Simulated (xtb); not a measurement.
xtb 6.7.1, GFN1-xTB: C[SiH2]O[Si](C)(C)O[SiH](F)F, 22 atoms. The geometry is a generated start, not checked to be a minimum at this level.

method: GFN1-xTB
--acc: 1 (default)
--etemp (K): 300 (default)
detailed input (--input): none: ANC optimiser, Lindh (1995) Hessian, microcycle=20, maxdispl=1.0, hlow=0.01 (default)
basis functions: 82
valence electrons: 62

```xyz
22

Si    -2.8705     1.0673     1.2697
F     -4.0477     0.0005     1.1311
F     -2.6338     1.1299     2.8436
O     -1.5633     0.5116     0.5691
Si    -0.5881    -0.3255    -0.4583
C     -0.7645    -2.1781    -0.1123
C     -1.0581     0.2009    -2.2169
O      0.9114     0.1444    -0.0873
Si     2.2176     1.0777     0.2000
C      3.5706    -0.0726     0.8648
H     -3.2830     2.3493     0.7722
H     -0.1991    -2.7723    -0.8228
H     -1.8046    -2.4852    -0.1763
H     -0.4107    -2.4297     0.8830
H     -0.9305     1.2711    -2.3514
H     -2.0950    -0.0374    -2.4352
H     -0.4423    -0.2965    -2.9585
H      1.8397     2.1059     1.1718
H      2.5883     1.6682    -1.0922
H      3.7664    -0.8943     0.1803
H      3.2942    -0.5046     1.8229
H      4.5029     0.4696     1.0028
```

The structure is relaxed from this start with --opt LEVEL for the levels crude, sloppy, loose, lax, normal, tight, vtight, extreme, once each. Up to the end of the extreme run atoms move by at most 1.5 Å along an axis.

**Question.** Choose the cheapest level whose final energy lies within 5 meV of that of extreme.

**Answer.** tight: 102 cycles against 152, ending 0.55 meV above.

```json
[
 {"level": "crude", "cycles": "7", "energy above the extreme run (meV)": "36", "gradient norm (eV/Å)": "0.47"},
 {"level": "sloppy", "cycles": "12", "energy above the extreme run (meV)": "15", "gradient norm (eV/Å)": "0.18"},
 {"level": "loose", "cycles": "13", "energy above the extreme run (meV)": "14", "gradient norm (eV/Å)": "0.094"},
 {"level": "lax", "cycles": "14", "energy above the extreme run (meV)": "13", "gradient norm (eV/Å)": "0.081"},
 {"level": "normal", "cycles": "17", "energy above the extreme run (meV)": "12", "gradient norm (eV/Å)": "0.037"},
 {"level": "tight", "cycles": "102", "energy above the extreme run (meV)": "0.55", "gradient norm (eV/Å)": "0.011"},
 {"level": "vtight", "cycles": "122", "energy above the extreme run (meV)": "0.19", "gradient norm (eV/Å)": "0.0032"},
 {"level": "extreme", "cycles": "152", "energy above the extreme run (meV)": "—", "gradient norm (eV/Å)": "0.0018"}
]
```
